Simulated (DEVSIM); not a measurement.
Device: W/SiO2/n-Si capacitor, at 300 K.

Layer 1 from the left is SiO2, thickness (nm) 5.80. Layer 2 from the left is Si, thickness (nm) 8700, Nd (cm⁻³) 4.4e15.

Metal gate on the left, work function 4.6 eV. Fixed charge at the semiconductor interface -7.7e11 cm⁻² (in units of +e); interface traps 2e12 cm⁻² eV⁻¹, uniform in energy, neutral level at 0.5 of the gap above the valence band.

The device is made up for the run: typed textbook-type constants, with dimensions and the other settings drawn at random. Values at 300 K.

SiO2: gap (eV) 9, affinity (eV) 0.9, permittivity 3.9. Si: gap (eV) 1.124, affinity (eV) 4.05, permittivity 11.7, Nc (cm⁻³) 2.86e19, Nv (cm⁻³) 3.1e19.

Simulated with DEVSIM: 1D Poisson equation in equilibrium, Boltzmann statistics, complete ionisation; no quantum confinement or tunnelling. Metal contacts follow the ideal Schottky-Mott rule: no Fermi-level pinning, no interface dipoles.

Question: What does the simulation give for the minimum of the low-frequency capacitance, the flat-band voltage, the threshold voltage (band bending 2φF)?

Answer: minimum of the low-frequency capacitance 0.219 μF/cm²; flat-band voltage 0.71 V; threshold voltage (band bending 2φF) -0.37 V.
